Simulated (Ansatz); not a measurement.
# A computed series for CdTe: response to strain

Start from CdTe in the zinc blende structure (space group F-43m, No. 216; a = 6.6180 Å).

Strains are applied to the cell and any free atomic positions relax.

All numbers come from PBE/PAW in Ansatz (an electronic-structure program), no SOC.

Notes on the quantities. energy relative to the base: free energy F.

```csv
isotropic strain (%),energy relative to the base (meV/atom)
-3,36.2
-1.5,8.6
-1,3.7
-0.5,?
0,0.0
0.5,0.9
1,3.4
1.5,7.6
2.5,20.3
```

Question: Fit ΔE = Aε² + Bε³ (ε in %) to the rows shown and predict the withheld row.

Answer: Least squares on the printed values gives A = 3.60 and B = -0.14 meV/atom (largest residual 0.1 meV/atom); this predicts 0.9 meV/atom, and the run gives 0.9 meV/atom, in agreement.

No phonon test of stability was made.
